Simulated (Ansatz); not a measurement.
## A computed series for Rh: pressure series

The reference is Rh (space group P6_3/mmc, No. 194; a = 2.675 Å, c = 8.731 Å; a cell from a computed database, its experimental status unchecked).

Cell and atoms are relaxed at each pressure.

Computed with PBEsol (Ansatz, a first-principles code; PAW; 420 eV plane waves; spin-orbit coupling left out).

```tsv
pressure (GPa)	volume per atom (Å³/atom)
-2	13.622
-1	13.574
0	13.527
0.7	13.495
1.5	13.459
3	13.394
5	13.308
7.5	?
10	13.109
```

Q: Fit the third-order Birch–Murnaghan form P(V) = (3B₀/2)[(V₀/V)^(7/3) − (V₀/V)^(5/3)]·[1 + (3/4)(B₀′ − 4)((V₀/V)^(2/3) − 1)] (squares taken in P) to the rows shown and predict the withheld row.

A: Least squares on the printed values gives V₀ = 13.527 Å³/atom, B₀ = 293 GPa, B₀′ = 5.2; this predicts 13.206 Å³/atom, and the run gives 13.207 Å³/atom, in agreement.

Load acts through the strain it causes; cell and atoms are relaxed under it. Stability against distortions was not tested. No other phases were tried under pressure. All final runs are without spin polarisation. This is not the structure that Rh has at room temperature and ambient pressure.
